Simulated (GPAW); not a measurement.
Input and output of a self-consistent single point for N2 (P6_3/mmc, 4 atoms in the cell) (GPAW)

Method: LDA (Perdew-Wang 92), GPAW PAW datasets LDA (gpaw-data 1.0.1) (plane waves; GPAW).

This input was run:

```python
from ase import Atoms
from ase.units import GPa
from gpaw import GPAW, PW, FermiDirac

atoms = Atoms(['N', 'N', 'N', 'N'],
              cell=[[4.167230, 0.000000, 0.000000],
                    [-2.083615, 3.608927, 0.000000],
                    [0.000000, 0.000000, 7.006000]],
              scaled_positions=[[0.333333, 0.666667, 0.328930],
                                [0.666667, 0.333333, 0.671070],
                                [0.666667, 0.333333, 0.828930],
                                [0.333333, 0.666667, 0.171070]],
              pbc=True)

calc = GPAW(mode=PW(900),
            xc='LDA',
            kpts=(5, 5, 3),
            occupations=FermiDirac(0.0),
            nbands=-8,
            convergence={'bands': -6},
            symmetry={'symmorphic': False, 'tolerance': 0.0005},
            maxiter=100)

atoms.calc = calc

energy = atoms.get_potential_energy()
print('Energy (eV):', round(energy, 6))
forces = atoms.get_forces()
print('Forces (eV/Ang):')
print(forces.round(5))
stress = atoms.get_stress()
print('Stress (GPa, Voigt):', (stress / GPa).round(4))
```

Log, with long lists cut:

```
Input parameters:
  convergence: {bands: -6}
  kpts: [5 5 3]
  maxiter: 100
  mode: {ecut: 900.0000000000001,
         name: pw}
  nbands: -8
  occupations: {fixmagmom: False,
                name: fermi-dirac,
                width: 0.0}
  symmetry: {symmorphic: False,
             tolerance: 0.0005}

species:
  N:
    name: Nitrogen
    Z: 7.0
    valence: 5
    core: 2
    charge: 0.0
    file: N.LDA.gz

    # Using partial waves for N as LCAO basis

Reference energy: -5883.497774  # eV

Spin-paired calculation

Convergence criteria:
 Maximum [total energy] change in last 3 cyles: 0.0005 eV / valence electron
 Maximum integral of absolute [dens]ity change: 0.0001 electrons / valence electron
 Maximum integral of absolute [eigenst]ate change: 4e-08 eV^2 / valence electron
 Maximum number of scf [iter]ations: 100

Symmetries present (total): 24
Symmetries with fractional translations: 12
75 k-points: 5 x 5 x 3 Monkhorst-Pack grid
10 k-points in the irreducible part of the Brillouin zone
       k-points in crystal coordinates                weights
   0:     0.00000000    0.00000000    0.00000000          1/75
   1:     0.00000000    0.00000000    0.33333333          2/75
   2:     0.20000000    0.00000000    0.00000000          6/75
   [... 7 lines left out ...]

Wave functions: Plane wave expansion
  Cutoff energy: 900.000 eV
  Number of coefficients (min, max): 6437, 6472
  Pulay-stress correction: 0.000000 eV/Ang^3 (de/decut=0.000000)

Occupation numbers: # Zero width

Eigensolver

Densities:
  Coarse grid: 30*30*50 grid
  Fine grid: 60*60*100 grid
  Total Charge: 0.000000

Density mixing:
  Method: separate
  Backend: pulay
  Linear mixing parameter: 0.05
  old densities: 5
  Damping of long wavelength oscillations: 50

Hamiltonian:
  XC and Coulomb potentials evaluated on a 60*60*100 grid
  External potential:
    NoExternalPotential

Number of atoms: 4
Number of atomic orbitals: 16
Number of bands in calculation: 18
Number of valence electrons: 20
Bands to converge: 12

Density initialized from atomic densities
  16 bands from LCAO basis set
  2 bands from random numbers

Atomic positions and initial magnetic moments

Positions:
   0 N     -0.000002    2.405953    2.304484    ( 0.0000,  0.0000,  0.0000)
   1 N      2.083617    1.202974    4.701516    ( 0.0000,  0.0000,  0.0000)
   2 N      2.083617    1.202974    5.807484    ( 0.0000,  0.0000,  0.0000)
   3 N     -0.000002    2.405953    1.198516    ( 0.0000,  0.0000,  0.0000)

Unit cell:
           periodic     x           y           z      points  spacing
  1. axis:    yes    4.167230    0.000000    0.000000    30     0.1203
  2. axis:    yes   -2.083615    3.608927    0.000000    30     0.1203
  3. axis:    yes    0.000000    0.000000    7.006000    50     0.1401

  Lengths:   4.167230   4.167230   7.006000
  Angles:   90.000000  90.000000 120.000000

Effective grid spacing dv^(1/3) = 0.1328

     iter     time        total  log10-change:
                         energy   eigst   dens
iter:   1 --:--:--   -37.304914   +0.76
iter:   2 --:--:--   -37.173667   -0.66  -0.92
iter:   3 --:--:--   -35.721725   -0.43  -0.94
iter:   4 --:--:--   -35.930102   -0.96  -1.50
iter:   5 --:--:--   -35.869386   -2.21  -1.32
iter:   6 --:--:--   -35.681362   -1.23  -1.36
iter:   7 --:--:--   -35.657077   -2.89  -1.87
iter:   8 --:--:--   -35.656722   -2.79  -2.34
iter:   9 --:--:--   -35.654852c  -3.85  -2.36
iter:  10 --:--:--   -35.654807c  -4.19  -3.08
iter:  11 --:--:--   -35.654798c  -4.89  -3.31
iter:  12 --:--:--   -35.654776c  -5.64  -3.38
iter:  13 --:--:--   -35.654776c  -6.43  -4.22c
iter:  14 --:--:--   -35.654777c  -6.60  -4.31c
iter:  15 --:--:--   -35.654776c  -7.10  -4.00c
iter:  16 --:--:--   -35.654776c  -7.39  -4.51c
iter:  17 --:--:--   -35.654776c  -7.77c -4.97c

Converged after 17 iterations.

Dipole moment: (-0.000000, -0.000000, 0.000000) |e|*Ang

Energy contributions relative to reference atoms: (reference = -5883.497774)

Kinetic:        +35.100443
Potential:      -44.897269
External:        +0.000000
XC:             -26.278660
Entropy (-ST):   +0.000000
Local:           +0.420710
SIC:             +0.000000
--------------------------
Free energy:    -35.654776
Extrapolated:   -35.654776

Showing only first 2 kpts
 Kpt  Band  Eigenvalues  Occupancy
  0     8     -7.57160    2.00000
  0     9     -6.42684    2.00000
  0    10      1.22248    0.00000
  0    11      1.22249    0.00000

  1     8     -7.22897    2.00000
  1     9     -6.67202    2.00000
  1    10      1.33555    0.00000
  1    11      1.33556    0.00000

Fermi level: -2.96080

Gap: 6.932 eV
Transition (v -> c):
  (s=0, k=0, n=9, [0.00, 0.00, 0.00]) -> (s=0, k=8, n=10, [0.40, 0.40, 0.00])
Direct/indirect transitions are different
Direct gap: 7.208 eV
Transition at: (s=0, k=8, n=9, [0.40, 0.40, 0.00])
Energy (eV): -35.654776

Forces in eV/Ang:
  0 N     0.00000   -0.00000   -1.51111
  1 N     0.00000    0.00000    1.51111
  2 N     0.00000    0.00000   -1.51111
  3 N     0.00000   -0.00000    1.51111

Stress tensor:
     0.002930     0.000000     0.000000
     0.000000     0.002930     0.000000
     0.000000     0.000000     0.036468
Stress (GPa, Voigt): [0.4694 0.4694 5.8427 0.     0.     0.    ]
```

The run converged in 17 iterations. GPAW prints stress with tension positive.

At such cutoffs GPAW's stress carries a finite-basis (Pulay) error, which enters relaxed cells too; its log prints stress with tension positive.

The starting cell comes from a database of computed structures (which also holds hypothetical and non-ambient phases and stackings), without a prior relaxation at this level. Forces in this geometry exceed 1 eV/Å.
